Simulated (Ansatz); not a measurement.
**Al: pressure series**

Consider Al in the fcc (Cu type) structure (space group Fm-3m, No. 225; a = 3.983 Å).

Cell and atoms are relaxed at each pressure.

Computed with LDA/PAW in Ansatz (a program for electronic structure), scalar-relativistic without spin-orbit coupling.

```csv
P (GPa),V (Å³/atom)
-1.99,16.203
-0.99,15.990
0.89,15.630
2.08,15.423
4.50,15.047
9.00,14.463
15.00,13.839
22.50,13.211
30.00,12.697
```

A third-order Birch–Murnaghan fit to these points gives V₀ = 15.79 Å³/atom, B₀ = 84 GPa and B₀′ = 4.5. At pressure 30 GPa the volume is 80.4 % of V₀.

Measured bulk modulus of Al: 80.8 GPa (static lattice; corrected from measurement; as listed in H. Levämäki et al., Physical Review B (2014)); the computed value is 4 % above it.

Load acts through the strain it causes; cell and atoms are relaxed under it. No phonon test of stability was made. No other phases were tried under pressure.
